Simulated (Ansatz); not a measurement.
# Response to strain in BN

Take BN in the zinc blende structure (space group F-43m, No. 216) as the base.

```
BN
1.0
    0.00000     1.80284     1.80284
    1.80284     0.00000     1.80284
    1.80284     1.80284     0.00000
B N
1 1
Cartesian
  0.00000   0.00000   0.00000
  0.90142   0.90142   0.90142
```

Cartesian axes are those of the cell as printed.

Strains are applied to the cell and any free atomic positions relax; under biaxial strain the out-of-plane vector relaxes too.

Method: Kohn–Sham DFT with the PBEsol functional, run in Ansatz (a first-principles code) with PAW and 420 eV plane waves, no spin-orbit coupling.

```json
[
 {"biaxial strain, plane normal [001], relaxed out of plane (%)": "0", "out-of-plane strain (%)": "0.00"},
 {"biaxial strain, plane normal [001], relaxed out of plane (%)": "0.5", "out-of-plane strain (%)": "-0.23"},
 {"biaxial strain, plane normal [001], relaxed out of plane (%)": "1", "out-of-plane strain (%)": "?"},
 {"biaxial strain, plane normal [001], relaxed out of plane (%)": "1.5", "out-of-plane strain (%)": "-0.70"},
 {"biaxial strain, plane normal [001], relaxed out of plane (%)": "2", "out-of-plane strain (%)": "-0.93"},
 {"biaxial strain, plane normal [001], relaxed out of plane (%)": "2.5", "out-of-plane strain (%)": "-1.16"},
 {"biaxial strain, plane normal [001], relaxed out of plane (%)": "3", "out-of-plane strain (%)": "-1.40"}
]
```

Task: Fit ε⊥ = −νε + γε² (strains in %) to the rows shown and predict the withheld row.

Result: Least squares on the printed values gives ν = 0.46 (the biaxial Poisson response) and γ = -0.001 (largest residual 0.00 %); this predicts -0.46 %, and the run gives -0.46 %, in agreement.

Stability against distortions was not tested.
